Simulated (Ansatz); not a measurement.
Structures of equal composition on the (111) surface of fcc Ir: (√3x√3)R30°, one Ir adatom; one added row of Ir in 3. The slabs share one bottom face, and each structure is named by its start. These are constructed structures in small cells; real faces may alloy, dewet or reconstruct in larger ones, and not all known structures of the face are among them. Slabs of about 11 Å, Fermi-Dirac smearing of 0.1 eV. Bottom of the slabs: a bare face, its two planes held. Relaxed from the named starts with such symmetry as they have, on meshes of like density; energies extrapolated to zero smearing; spin only where a row says so; no spin-orbit coupling, no U. Brackets mark spin-polarised runs, whose order is one that fits the cell. The cells differ, so small differences also carry the error of unlike k-meshes.

All values below come from PBE (plane waves to 420 eV, PAW; Ansatz, a quantum-chemistry and plane-wave program).

Q: Rank these by energy per 1x1 cell (lowest first), as PBE gives it.

A: one added row of Ir in 3 (0.00 eV), (√3x√3)R30°, one Ir adatom (0.31 eV)
